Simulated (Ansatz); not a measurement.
**SiO2 under a change: uniaxial strain ε_zz = +1.80 %**

Start from SiO$_{2}$ in the rutile structure (space group P4_2/mnm, No. 136; a = 4.2361 Å, c = 2.6904 Å). Axes: x, y, z lie along a, b, c of the conventional cell.

Perturbation: uniaxial strain ε_zz = +1.80 %, all other strain components held at zero, atoms relaxed at fixed cell.

Computed with PBE, PAW, 420 eV (Ansatz, a quantum-chemistry and plane-wave program; no spin-orbit coupling). k-mesh 8×8×12 (Γ-centred); smearing 0.05 eV (Fermi–Dirac).

The volume per atom goes up by 0.14 Å³ (8.05 Å³ → 8.19 Å³) and the shortest interatomic distance goes up by 0.019 Å (1.774 Å → 1.793 Å). The energy grows by 5.4 meV/atom and the band gap decreases by 0.38 eV to 4.66 eV. The gap character stays direct at Γ and the electron mass goes from 0.36 mₑ along c, 0.45 mₑ across (at Γ) to 0.34 mₑ along z, 0.44 mₑ across (at Γ). The hole mass goes from 1.9 mₑ along c, 1.1 mₑ across (at Γ) to 1.8 mₑ along z, 1.1 mₑ across (at Γ) and the valence-band top at Γ (three highest levels, from the VBM) goes from 0.00, -0.85, -0.85 eV to 0.00, -0.82, -0.82 eV. The stress (xx, yy, zz, yz, xz, xy; compression positive) is (-3.10, -3.10, -11.63, 0.00, 0.00, 0.00) GPa.

Cost of the whole job for the changed cell (relaxation, final SCF and bands): about 30 core-seconds (a rough figure).

Effective masses come from finite differences of ±0.01 Å⁻¹. No phonon test of stability was made.
